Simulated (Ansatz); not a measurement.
Take ScAl3 in the Cu3Au type structure (space group Pm-3m, No. 221; a = 4.0725 Å; relaxed with 0.1 eV smearing) as the base. Axes: x, y, z lie along the cube axes.

Calculations: PBEsol (Ansatz, an electronic-structure program, PAW, no SOC).

Base values:

- Volume per atom = 16.89 Å³

The change: biaxial strain −0.60 %, plane normal [001], relaxed out of plane (Cartesian); in-plane vectors clamped, the third vector and the atoms free.

**Question.** Estimate the effect on the volume per atom.

**Answer.** The volume per atom falls by 0.16 Å³, from 16.89 Å³ to 16.73 Å³.

**Question.** How does this affect the in-plane stress?

**Answer.** The mean in-plane stress (compression positive) comes out as +1.3 GPa.

No phonon test of stability was made. All final runs are without spin polarisation.
